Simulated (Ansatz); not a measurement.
# SiGe (model structure, started from the WC type, P-6m2, No. 187, 2 atoms in the cell): properties by level of theory

| level (code) | lattice constant a (Å) | lattice parameter c (Å) |
|---|---|---|
| PBEsol (Ansatz) | [?] | 3.265 |
| PBE-D3(BJ) (Ansatz) | 3.524 | 3.264 |
| r²SCAN (Ansatz) | 3.626 | 3.176 |

**Question.** What belongs in the gaps?

**Answer.** 
- PBEsol (Ansatz, a program for electronic structure), lattice constant a (Å): 3.530

Ansatz's density-functional and Hartree–Fock values are scalar-relativistic unless marked +SOC, with PAW data made under PBE.

The computed numbers hold no vibrational or temperature effects.

A model structure was made by putting elements into a prototype or built by hand; it is no filed structure, need not be a known phase, and can be a saddle point held by its symmetry.
